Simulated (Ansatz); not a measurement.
## BaMg2P2, element substitutions

Consider BaMg2P2 (space group P-3m1, No. 164; a cell from a computed database, its experimental status unchecked).

```yaml
crystal:
  lattice:
    - [4.34236, 0.00000, 0.00000]
    - [-2.17118, 3.76060, 0.00000]
    - [0.00000, 0.00000, 7.50040]
  atoms:
    - { symbol: Ba, position: [0.00000, 0.00000, 0.00000] }
    - { symbol: Mg, position: [0.66667, 0.33333, 0.37597] }
    - { symbol: Mg, position: [0.33333, 0.66667, 0.62403] }
    - { symbol: P, position: [0.66667, 0.33333, 0.72656] }
    - { symbol: P, position: [0.33333, 0.66667, 0.27344] }
```

Each row replaces one element on all its sites; cell and atoms are relaxed.

Levels (all Ansatz, an electronic-structure program, PAW): PBEsol (420 eV, no spin-orbit coupling); r2SCAN (500 eV, no spin-orbit coupling).

Pressures by level, all at the geometries relaxed with PBEsol:

| case | PBEsol | r2SCAN |
|---|---|---|
| base | 0.0 GPa | 1.4 GPa |
| P → S | 0.0 GPa | 0.9 GPa |
| P → Al | 0.0 GPa | 1.1 GPa |

Single points use the geometry relaxed with PBEsol. Their cutoffs differ, which shifts pressures a little. Whether these cells are dynamically stable was not tested. As relaxed here, BaMg2S2 and BaMg2Al2 are hypothetical phases, not in the database extracts checked. The final runs are not spin-polarised.
